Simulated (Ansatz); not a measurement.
The parent structure is Mg$_{3}$PbO in the anti-perovskite structure (space group Pm-3m, No. 221; a = 4.385 Å; a hypothetical phase, not in the database extracts checked).

Perturbation: a hydrostatic pressure of 0.7 GPa.

Levels (all Ansatz, a program for electronic structure, PAW): PBEsol (420 eV, without spin-orbit coupling); PBEsol+SOC (420 eV, spin-orbit coupling included).

The geometry is relaxed with PBEsol.

| Property | Result |
|---|---|
| PBEsol pressure | 0.7 GPa |

Task: What does PBEsol+SOC give at this geometry for the pressure?

Result: The pressure shrinks by 0.3 GPa, from 0.7 GPa to 0.4 GPa.

Single points use the geometry relaxed with PBEsol. Differences between runs with and without spin-orbit coupling are approximate. Load acts through the strain it causes; cell and atoms are relaxed under it. No phonon test of stability was made. The runs without spin-orbit coupling are not spin-polarised.
